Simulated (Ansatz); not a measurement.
**BaHfO$_{3}$ in the cubic perovskite structure (space group Pm-3m, No. 221)**

```yaml
crystal:
  lattice:
    - [4.20624, 0.00000, 0.00000]
    - [0.00000, 4.20624, 0.00000]
    - [0.00000, 0.00000, 4.20624]
  atoms:
    - { symbol: Ba, position: [0.50000, 0.50000, 0.50000] }
    - { symbol: Hf, position: [0.00000, 0.00000, 0.00000] }
    - { symbol: O, position: [0.00000, 0.50000, 0.00000] }
    - { symbol: O, position: [0.50000, 0.00000, 0.00000] }
    - { symbol: O, position: [0.00000, 0.00000, 0.50000] }
```

The values are results of PBE, PAW, 420 eV (Ansatz, a first-principles code; without spin-orbit coupling), not measurements. k-mesh 8×8×8 (Γ-centred); smearing 0.05 eV (Fermi–Dirac).

| Property | Result |
|---|---|
| Volume per atom | 14.88 Å³ |
| Density | 8.12 g/cm³ |
| Band gap | 3.62 eV, indirect, R → Γ |
| Electron mass (degenerate bands, along [100]) | 0.35, 0.35, 2.3 mₑ |
| Lowest conduction-band minima above the VBM | Γ 3.62 eV |
| Total energy | -4676.486 eV/atom (σ→0; compares only within this code and set-up) |

With Hf present, leaving out spin-orbit coupling can change the band edges. Masses are band curvatures over ±0.01 Å⁻¹ around the edge. Stability against distortions was not tested. The base started in P4mm and relaxed to Pm-3m at this level.
